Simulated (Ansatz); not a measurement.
A user runs Ansatz (an electronic-structure program) on Cd₄Te₃Se (R3m, 8 atoms in the cell) and asks whether the run is sound. The aim is a self-consistent single point with DFT, PBEsol, plane waves, default PAW files made with PBE.

Cell that was meant: a = 15.2767 Å, b = 15.2767 Å, c = 15.2767 Å, α = 17.40°, β = 17.40°, γ = 17.40°.

Part of the input:

```yaml
  occupations:
    method: fermi_dirac
    width: 0.0015 Ry
  convergence:
    dr2_threshold: 1.0e+00 eV
output:
  forces: true
  eigenvalues: true
```

The program printed (abridged):

```
   [... lines left out ...]
PAW frozen core: Se, regenerated for the run's functional, and the local potential with it
Initial density: superposition of atomic densities (neutral atoms: chi_scale 0, normalization atom), corrected by the library's trained network
Initial wavefunctions: pseudopotential atomic-orbital guess
Eigensolver: davidson
Functional: x = pbesol(κ = 0.804, μ = 0.12345679012345678), c = pbesol(β = 0.046)
SCF iter   1: F=—  HF=-58868.179939 eV  |F-HF|=—  |Δ(HF+E_count)|=         —  Δρ=3.79e-3  dr2=5.62e-2  ethr=3.10e-3  ⟨swp⟩=6.2  Hψ=6007  notcnv=0  defer=22
all-band conjugate gradients solve this SCF's bands
preconditioner: auto → Resta (q_TF=auto, 2.444 Å⁻¹)
iter 2 did not close the SCF: its close was put off for the readings that it lacked (scf_convergence_deferred on its scf_iter line)
   [... lines left out ...]
iter 5 did not close the SCF: its close was put off for the readings that it lacked (scf_convergence_deferred on its scf_iter line)
SCF iter   5: F=-58868.164848 eV  HF=-58868.164818 eV  |F-HF|=2.93e-5  |Δ(HF+E_count)|=   1.70e-4  Δρ=7.05e-5  dr2=2.94e-5  ethr=1.21e-7  ⟨swp⟩=2.0  Hψ=2545  notcnv=0  defer=173
SCF iter   6: F=-58868.164860 eV  HF=-58868.164859 eV  |F-HF|=9.48e-7  |Δ(HF+E_count)|=   4.03e-5  Δρ=3.19e-5  dr2=4.08e-6  ethr=2.04e-8  ⟨swp⟩=7.8  Hψ=7225  notcnv=0
SCF 1 converged in 6 iterations: F = -58868.164860 eV  dr2 = 4.08e-6
Free energy (F): -58868.164860 eV
Internal energy: -58868.164801 eV  (E = F + TS)
E sigma→0 (E₀):  -58868.164830 eV
Entropy (-TS):   -0.000059 eV (-0.007 meV/atom)
Fermi energy:    6.631411 eV
--- Forces (eV/Å), atoms counted from 1 ---
  atom   1  Cd     0.00000000     0.00000000    -0.03827033
  atom   2  Cd     0.00000000     0.00000000    -0.01532296
  atom   3  Cd     0.00000000    -0.00000000     0.02830861
  atom   4  Cd     0.00000000     0.00000000    -0.00545828
  atom   5  Te     0.00000000     0.00000000    -0.03096402
  atom   6  Te     0.00000000    -0.00000000     0.00249796
  atom   7  Te     0.00000000     0.00000000    -0.02655789
  atom   8  Se     0.00000000    -0.00000000     0.08561654
--- Stress (GPa, compression-positive) ---
       -2.397660       0.000000       0.000000
        0.000000      -2.397660       0.000000
        0.000000       0.000000      -2.424404
  P = ⅓ Tr σ = -2.4066 GPa (-24.066 kbar)
  The stress holds the Pulay correction. Without it, at fixed plane waves, as pw.x and ABINIT print it: P = -2.4322 GPa
```

### Question
Is anything amiss in this input, and did it matter?

### Answer
The compared values did not move, but the log warns. The input holds a convergence threshold that is too loose, which can do harm: a loop that stops early leaves an energy error of second order in the density error, but errors of first order in forces and stress. The run converged in 6 iterations, and against the sound input the free energy stays essentially unchanged (within 1 meV/atom), the pressure stays at -2.41 GPa, the largest force stays at 0.086 eV/Å and the gap on the mesh stays at 0.203 eV. The full log also holds (shortened here): “iter 2 did not close the SCF: its close was put off for the readings that it lacked (scf_convergence_deferred on its scf_iter line)” and “iter 3 did not close the SCF: its close was put off for the readings that it lacked (scf_convergence_deferred on its scf_iter line)”.

An input that runs soundly differs in these lines (not the only fix; some lines may just follow from the change or write a value another way):
```diff
-  convergence:
-    dr2_threshold: 1.0e+00 eV
```

With that input, the run converged in 8 iterations: free energy E − TS (on the zero of these files) -58868.1649 eV; gap on the k-point mesh 0.20 eV; pressure -2.41 GPa; largest force (vector length) 0.086 eV/Å (DFT, PBEsol, plane waves, default PAW files made with PBE).

On the sound input: the starting cell comes from a database of computed structures (which also holds hypothetical and non-ambient phases and stackings), without a prior relaxation at this level. Spin-orbit coupling is off. Ansatz's pressure includes its estimate of the finite-basis (Pulay) stress.

Keys are those of Ansatz 0.2.
